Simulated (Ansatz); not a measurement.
The starting structures come from a database of crystals and need not be the phases stable at ambient conditions.

 Where the default PAW files enter, the runs use the earlier of Ansatz's two default sets.

Data:

```
CELL_PARAMETERS angstrom
      4.92779     0.00000     0.00000
      0.00000     6.41438     0.00000
      0.00000     0.00000     8.54838
ATOMIC_POSITIONS crystal
  Li 0.00000 0.50000 0.00000
  Li 0.50000 0.00000 0.00000
  Li 0.50000 0.00000 0.50000
  Li 0.00000 0.50000 0.50000
  Ta 0.53779 0.31283 0.25000
  Ta 0.46221 0.68717 0.75000
  Ta 0.03779 0.18717 0.75000
  Ta 0.96221 0.81283 0.25000
  O  0.68792 0.03406 0.25000
  O  0.31208 0.96594 0.75000
  O  0.18792 0.46594 0.75000
  O  0.81208 0.53406 0.25000
  O  0.18197 0.81795 0.08047
  O  0.81803 0.18205 0.91953
  O  0.68197 0.68205 0.91953
  O  0.31803 0.31795 0.08047
  O  0.31803 0.31795 0.41953
  O  0.68197 0.68205 0.58047
  O  0.81803 0.18205 0.58047
  O  0.18197 0.81795 0.41953
```

Space group of this cell: Pnma. The cell is taken as given; by PBEsol its mean pressure is -5.3 GPa.

Transport runs along the normal of the first two printed cell vectors.

The gap is the functional's own. No spin-orbit coupling. Mid-gap values are interpolated on the energy grid.

### Question
State the band gap and the smallest decay constant κ at mid-gap according to PBEsol (Ansatz, an electronic-structure program).

### Answer
Gap 3.48 eV on a 6×6×4 mesh; κ = 0.465 1/Å, at (0.167, 0.000) of the in-plane reciprocal vectors. At the zone centre, at the nearest computed energy, the slowest state has κ = 0.49 1/Å.
